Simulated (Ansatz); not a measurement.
Defect: interstitial Mg in wurtzite AlN, charge state +2. Method: HSE06, atoms relaxed with HSE06 at the PBE lattice, PAW (plane waves to 420 eV; Ansatz, an electronic-structure program).

72-site cell at the relaxed PBE lattice, a 2×2×2 k-point mesh shifted by half a step along c, smearing 0.01 eV, spin-restricted, no finite-size correction. Energies are static. The charge state is imposed; whether it is stable for some Fermi level was not computed. Sites that were not tried may lie lower.

The step: several atoms move together, Mg the farthest; the atom moves 2.48 Å along (0.13, 0.06, -0.49) of the unit cell; the moving atom starts with neighbours 2 Al at 2.39, Al at 2.43, 2 Al at 2.51; N at 1.94, 2 N at 2.15, 2 N at 2.23 Å and ends with 3 Al at 2.29, 3 Al at 2.53; 3 N at 2.01, 3 N at 2.32 Å.

### Question
Give the migration barrier of this step at the level HSE06, atoms relaxed with HSE06 at the PBE lattice, PAW.

### Answer
2.88 eV forward and 2.85 eV backward. At the saddle the moving atom has neighbours 3 Al at 2.19; 3 N at 1.87 Å. The saddle point's order was not checked, and it lies on a symmetry element of the cell, where a band can be held.
